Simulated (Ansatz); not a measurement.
Checking a run of Ansatz (an electronic-structure program) on LaSi2Os2 (I4/mmm, 5 atoms in the cell). The aim is a self-consistent single point with DFT, PBEsol, plane waves, default PAW files made with PBE.

Cell that was meant: a = 5.9398 Å, b = 5.9398 Å, c = 5.9398 Å, α = 137.48°, β = 137.48°, γ = 61.70°.

Part of the input:

Ansatz 0.2 input:
```yaml
    - { symbol: Si, position: [0.63844000, 0.63844000, 0.00000000] }
    - { symbol: Os, position: [0.25000000, 0.75000000, 0.50000000] }
    - { symbol: Os, position: [0.75000000, 0.25000000, 0.50000000] }
basis:
  ecutwfc: 30
kpoints:
  mp_grid: { grid: [9, 9, 9] }
hamiltonian:
```

Log, with long lists cut:

```
   [... lines left out ...]
PAW frozen core: Os, regenerated for the run's functional, and the local potential with it
Initial density: superposition of atomic densities (neutral atoms: chi_scale 0, normalization atom), corrected by the library's trained network
Initial wavefunctions: pseudopotential atomic-orbital guess
Eigensolver: davidson
Functional: x = pbesol(κ = 0.804, μ = 0.12345679012345678), c = pbesol(β = 0.046)
SCF iter   1: F=—  HF=-29066.013696 eV  |F-HF|=—  |Δ(HF+E_count)|=         —  Δρ=9.22e-1  dr2=1.21e3  ethr=1.77e-3  ⟨swp⟩=1.0  Hψ=2637  notcnv=0
all-band conjugate gradients solve this SCF's bands
preconditioner: auto → LDOS
SCF iter   2: F=—  HF=-28192.451570 eV  |F-HF|=—  |Δ(HF+E_count)|=    8.74e2  S|Δr|=    0.00e0  Δρ=2.08e-1  dr2=1.18e2  ethr=1.77e-3  ⟨swp⟩=1.1  Hψ=2689  notcnv=0
   [... lines left out ...]
SCF iter   9: F=—  HF=-28103.574759 eV  |F-HF|=—  |Δ(HF+E_count)|=   1.20e-2  S|Δr|=    0.00e0  Δρ=6.27e-5  dr2=1.07e-5  ethr=3.28e-8  ⟨swp⟩=2.2  Hψ=3458  notcnv=0
SCF iter  10: F=—  HF=-28103.574756 eV  |F-HF|=—  |Δ(HF+E_count)|=   2.71e-6  S|Δr|=    0.00e0  Δρ=3.64e-5  dr2=3.48e-6  ethr=2.09e-8  ⟨swp⟩=1.6  Hψ=2285  notcnv=0
SCF iter  11: F=-28103.574755 eV  HF=-28103.574755 eV  |F-HF|=7.52e-9  |Δ(HF+E_count)|=   1.25e-6  S|Δr|=    0.00e0  Δρ=3.40e-6  dr2=1.31e-8  ethr=1.96e-10  ⟨swp⟩=2.9  Hψ=7311  notcnv=0
SCF 1 converged in 11 iterations: F = -28103.574755 eV  dr2 = 1.31e-8
Stability not checked (fill_not_monotonic)
Free energy (F): -28103.574755 eV
Internal energy: -28103.571601 eV  (E = F + TS)
E sigma→0 (E₀):  -28103.573704 eV
Entropy (-TS):   -0.003153 eV (-0.631 meV/atom)
Fermi energy:    31.788407 eV
--- Forces (eV/Å), atoms counted from 1 ---
  atom   1  La     0.00000000     0.00000000    -0.00000000
  atom   2  Si     0.00000000     0.00000000    49.80921410
  atom   3  Si    -0.00000000     0.00000000   -49.80921410
   [... lines left out ...]
--- Stress (GPa, compression-positive) ---
    -1423.803348       0.000000       0.000000
        0.000000   -1423.803348      -0.000000
        0.000000      -0.000000   -1959.821097
  P = ⅓ Tr σ = -1602.4759 GPa (-16024.759 kbar)
  The stress holds no Pulay correction (an occupied level lies too near the plane-wave cutoff): it is that at fixed plane waves, as pw.x and ABINIT print it
```

### Question
Can these results be used? Check the input.

### Answer
The run is not sound. The fault is this: a cutoff meant in Ry typed as a bare number, read as eV. A bare number is read in the key's own unit, and eV, Ry (13.6 eV) and Ha (27.2 eV) lie far apart, so the setting ends up far from the one that was meant. To fix it, convert the value to the unit that the key expects. The run converged in 11 iterations without an error; against the sound input the free energy rises by 361 eV/atom, the pressure goes from -11.27 to -1602 GPa and the largest force goes from 0.410 to 49.81 eV/Å.

The sound input it was made from differs as follows (other fixes are possible):
```diff
-basis:
-  ecutwfc: 30
```

With that input, the run converged in 6 iterations: free energy E − TS (on the zero of these files) -29909.6262 eV; Fermi level (on the code's own zero) 14.37 eV; pressure -11.27 GPa; largest force (vector length) 0.410 eV/Å (DFT, PBEsol, plane waves, default PAW files made with PBE).

On the sound input: the starting cell comes from a database of computed structures (which also holds hypothetical and non-ambient phases and stackings), without a prior relaxation at this level. Its lattice was rescaled by a random factor within 2.5 % of one. Spin-orbit coupling is off. Spin polarisation is off. With a pressure of about -11 GPa the cell is away from its equilibrium volume at this level. Ansatz's pressure includes its estimate of the finite-basis (Pulay) stress.
